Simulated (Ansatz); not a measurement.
For Au (Fm-3m), PBEsol, DFPT electron-phonon coupling, linearised Boltzmann equation run with Ansatz (a quantum-chemistry and plane-wave program) gives a transport coupling λ_tr = 0.169 and a Drude plasma energy ħω_p = 8.93 eV.

Problem. Estimate the resistivity at 300 K from the high-temperature formula ρ = 2π λ_tr k_B T / (ħ ε₀ ω_p²), and say how the full Boltzmann solution compares.

Solution. The scattering rate is 1/τ = 2π λ_tr k_B T/ħ = 4.17e13 s⁻¹ and ω_p = 1.36e16 s⁻¹, so ρ ≈ 2.56 μΩ·cm. The Boltzmann solution gives 2.43 μΩ·cm, 0.95 times the estimate.

A metal at this level (no band gap). Only scattering by harmonic phonons is included (no impurities, grain boundaries, electron-electron scattering or thermal expansion). Spin-orbit coupling is left out, which matters with elements this heavy. Halving the electron mesh (28x28x28) moves the resistivity by up to 1 % at 300 K, the coupling by up to 2 %. Smearing 0.20 eV; phonons on a 6x6x6 q mesh, which this run doesn't test.
